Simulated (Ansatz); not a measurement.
We consider cubic perovskite CsSnI3 (cubic high-temperature phase), described by HSE06 in Ansatz (PAW).

The input as run:

Ansatz 0.2 input:
```yaml
crystal:
  lattice:
    - [6.2229500972, 0.0, 0.0]
    - [0.0, 6.2229500972, 0.0]
    - [0.0, 0.0, 6.2229500972]
  atoms:
    - { symbol: Cs, position: [0.5, 0.5, 0.5] }
    - { symbol: Sn, position: [0.0, 0.0, 0.0] }
    - { symbol: I, position: [0.5, 0.0, 0.0] }
    - { symbol: I, position: [0.0, 0.5, 0.0] }
    - { symbol: I, position: [0.0, 0.0, 0.5] }
kpoints:
  mp_grid: { grid: [4, 4, 4] }
hamiltonian:
  xc: hse06
  pseudopotentials: { kind: paw }
  dispersion: none
scf:
  occupations: { method: gaussian, width: 0.02 }
output:
  forces: true
  stress: true
  eigenvalues: true
basis:
  ecutwfc: 500
  ecutrho_ratio: 4
  xc_grid: 2
magnetization:
  spin_polarized: false
```

How many irreducible k-points, plane waves at Γ does the program set up, and what pressure does the run end with?

10 irreducible k-points, 6043 plane waves at Γ; P = 0.31 GPa, so the cell is compressed on average and its volume would grow at this level.

Excerpt of the program's output:

```
WARN output.stress: scf.convergence.dr2_threshold = 1e-7 eV (the SCF's general default) is looser than the 5e-10 eV advised for a printed stress (1e-10 eV for …
WARN output.stress: scf.exx.energy_threshold = 1e-6 eV is looser than the 5e-8 eV advised for a stress under a hybrid functional (1e-8 eV for each atom of the …
Crystal: 5 atoms, lattice volume = 240.984 Å³
Basis set: ecut = 500 eV, 6043 PW (Γ), exchange–correlation on 96×96×96 points (8 copies of the dense FFT grid, shifted against one another)
Bands: 45, of which v1, the nominal top of the filled ones, is band 37 counted from 1 (36 counted from 0)
Symmetry: 48 space group operations
Space group: Pm-3m (ITA 221), of the structure as read, at distance tolerance 6.2e-5 Å
k-points: 10 of 64
SCF iter   1: F=—  HF=-34238.409333 eV  |F-HF|=—  |Δ(HF+E_count)|=         —  Δρ=8.69e-4  dr2=1.63e-3
SCF iter   2: F=—  HF=-34238.412156 eV  |F-HF|=—  |Δ(HF+E_count)|=   2.82e-3  Δρ=4.11e-4  dr2=2.88e-4
  ...
Crystal: 5 atoms, lattice volume = 240.984 Å³
Initial density: handed on by an earlier stage of this run
Crystal: 5 atoms, lattice volume = 240.984 Å³
SCF iter   3: F=—  HF=-34261.643819 eV  |F-HF|=—  |Δ(HF+E_count)|=   4.17e-8  Δρ=4.94e-6  dr2=3.32e-8
SCF iter   4: F=-34261.643819 eV  HF=-34261.643819 eV  |F-HF|=5.97e-10  |Δ(HF+E_count)|=   1.01e-8  Δρ=9.52e-7  dr2=6.08e-9
SCF 3 converged in 4 iterations: F = -34261.643819 eV  dr2 = 6.08e-9
Free energy (F): -34261.643819 eV
Internal energy: -34261.643819 eV  (E = F + TS)
E sigma→0 (E₀):  -34261.643819 eV
Fermi energy:    5.312556 eV
--- Forces (eV/Å), atoms counted from 1 ---
  atom   1  Cs     0.00000000     0.00000000     0.00000000
  atom   2  Sn     0.00000000    -0.00000000     0.00000000
  atom   3  I     -0.00000000    -0.00000000    -0.00000000
  atom   4  I      0.00000000    -0.00000000     0.00000000
  atom   5  I      0.00000000    -0.00000000     0.00000000
--- Stress (GPa, compression-positive) ---
        0.308728       0.000000       0.000000
       -0.000000       0.308728       0.000000
        0.000000       0.000000       0.308728
  P = ⅓ Tr σ = 0.3087 GPa (3.087 kbar)
```

The PAW data were made under PBE.

Note: held by symmetry at 0 K, a high-temperature phase can be a saddle point. Note: cell and atoms aren't relaxed at this level (pressure 0.3 GPa).

Computing time: around 6 core-minutes (rough).

Ansatz is an electronic-structure program.
